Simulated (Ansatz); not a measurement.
The parent structure is SiC (space group P6_3mc, No. 186; a = 3.0941 Å, c = 10.1293 Å).

The values are results of Ansatz (a quantum-chemistry and plane-wave program) PBE, scalar-relativistic without spin-orbit coupling, not measurements.

For the base:

* **Smallest direct gap**: 3.34 eV
* **Valence-band top at Γ**: 0.00, 0.00, -0.05 eV

Perturbation: an isotropic linear strain of −3.00 %; the atoms relax in the strained cell.

Task: What happens to the smallest direct gap?

Result: The smallest direct gap rises by 0.034 eV (3.34 eV → 3.38 eV).

Task: Predict the new valence-band top at Γ.

Result: The valence-band top at Γ (three highest levels, from the VBM) is still 0.00, 0.00, -0.05 eV.

Whether these cells are dynamically stable was not tested.
